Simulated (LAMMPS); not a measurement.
MD of GaAs (zinc blende) at zero pressure, 216 atoms, as a crystal; each row is its own run.

Method: classical MD, pair style bop, file GaAs.bop.table, run in LAMMPS.

```
T (K)  volume (Å³/atom)
-----  ----------------
200              22.806
300              22.852
680              23.034
900              23.125
1580             23.498
1800             23.615
```

### Question
Fit a straight line, y = a + b x, to these rows (x is the first column, y the second) and predict the run at x = 1350.

### Answer
Least squares gives a = 22.694 and b = 0.0005068. At x = 1350 the fit predicts 23.378 Å³/atom. The run itself gave 23.370 ± 0.004 Å³/atom, so the fit is 0.034 % high.

Caution (rows 680; 900; 1350; 1580; 1800): a run this short can hold a crystal over, or a liquid under, the potential's own melting point, which these runs don't give.
